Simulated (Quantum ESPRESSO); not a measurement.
Density of states of Ba3BiP (Pm-3m, 5 atoms in the cell).

```
Ba3BiP
1.0
    6.14248     0.00000     0.00000
    0.00000     6.14248     0.00000
    0.00000     0.00000     6.14248
Ba Bi P
3 1 1
Cartesian
  0.00000   3.07124   3.07124
  3.07124   0.00000   3.07124
  3.07124   3.07124   0.00000
  0.00000   0.00000   0.00000
  3.07124   3.07124   3.07124
```

Computed with LDA (PW92), PseudoDojo standard norm-conserving (LDA) pseudopotentials (plane waves; Quantum ESPRESSO).

SCF settings: ecutwfc = 70 Ry; occupations = smearing; smearing = cold; degauss = 0.0036749 Ry; potentials = {Ba: Ba.upf, Bi: Bi.upf, P: P.upf}; K_POINTS = automatic 5 5 5 0 0 0; conv_thr = 1e-10 Ry. Keys of the DOS step: nscf.calculation = nscf; nscf.occupations = tetrahedra_opt; nscf.nbnd = 33; nscf.startingwfc = random; nscf.diago_thr_init = 1e-06; nscf.K_POINTS = automatic 10 10 10 0 0 0; dos.x.fildos = dos.dat; dos.x.Emin = -15 eV; dos.x.Emax = 30 eV; dos.x.DeltaE = 0.05 eV; dos.x.ngauss = 0; dos.x.degauss = 0.005 Ry.

The starting cell comes from a database of computed structures (which also holds hypothetical and non-ambient phases and stackings), without a prior relaxation at this level. Spin-orbit coupling is off. The run gives no clean gap (levels at the Fermi energy touch, overlap or are partly filled at this smearing), which alone does not show that the compound is a metal.

Total DOS (both spins), as means of the tabulated values in each energy bin; the zero is the program's Fermi level or highest filled level, and the curve is cut to this window:

| E (eV) | states/eV/cell |
|---|---|
| -7.80 | 0.78 |
| -7.40 | 0.04 |
| -7.00 | 0.00 |
| -6.60 | 0.00 |
| -6.20 | 0.00 |
| -5.80 | 0.00 |
| -5.40 | 0.00 |
| -5.00 | 0.00 |
| -4.60 | 0.00 |
| -4.20 | 0.00 |
| -3.80 | 0.00 |
| -3.40 | 0.00 |
| -3.00 | 0.00 |
| -2.60 | 0.12 |
| -2.20 | 3.89 |
| -1.80 | 3.97 |
| -1.40 | 3.03 |
| -1.00 | 10.3 |
| -0.60 | 8.59 |
| -0.20 | 0.62 |
| 0.20 | 0.11 |
| 0.60 | 1.02 |
| 1.00 | 4.18 |
| 1.40 | 6.70 |
| 1.80 | 8.98 |
| 2.20 | 7.62 |

Around zero the curve holds about 0.1 states/eV/cell.
